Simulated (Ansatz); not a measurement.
# Effect of biaxial strain +0.88 %, plane normal [001], relaxed out of plane on hypothetical fluorite TaGe2

The parent structure is TaGe2 in the fluorite structure (space group Fm-3m, No. 225; a = 6.276 Å; a hypothetical phase, not in the database extracts checked; relaxed with 0.1 eV smearing). Axes: x, y, z lie along the cube axes.

It is then changed as follows: tensile biaxial strain of 0.88 % in the plane normal to [001], as in epitaxy on a mismatched substrate; the out-of-plane cell vector and the atoms relax.

Level of theory: plane-wave PAW DFT at the PBE level (Ansatz, an electronic-structure program, 420 eV), no SOC. Γ-centred 16×16×16 mesh, Fermi–Dirac width 0.1 eV.

The volume per atom decreases by 0.268 Å³, from 20.60 Å³ to 20.34 Å³ and the space group becomes I4/mmm (No. 139) (base: Fm-3m (No. 225)). The energy falls by 2.4 meV/atom and the pressure (mean of the normal stresses, compression positive) goes from zero to 1.3 GPa. The band gap stays zero and the out-of-plane strain comes out as -3.01 %. The ratio −ε⊥/ε∥ amounts to 3.42 and the mean in-plane stress (compression positive) comes out as +1.9 GPa.

Final structure (turned so that z lies along the plane normal):

```xyz
3
Lattice="4.4771 0.0000 0.0000 0.0000 4.4771 0.0000 2.2385 -2.2385 3.0436" Properties=species:S:1:pos:R:3 pbc="T T T"
Ta     0.0000     0.0000     0.0000
Ge     4.4771     2.2385     1.5218
Ge     2.2385     0.0000     1.5218
```

Cost of the whole job for the changed cell (relaxation, final SCF and bands): roughly 90 core-seconds.

Whether these cells are dynamically stable was not tested. All final runs are without spin polarisation. An odd electron count without spin: TaGe2. Under biaxial strain +0.88 %, plane normal [001], relaxed out of plane the cell ends below the base's energy or with stress of the wrong sign: the atoms slid into a distortion or the cell is elastically unstable, so the base is not a stable minimum at this level. TaGe2 has a high density of states at the Fermi level and may be magnetic at this level.
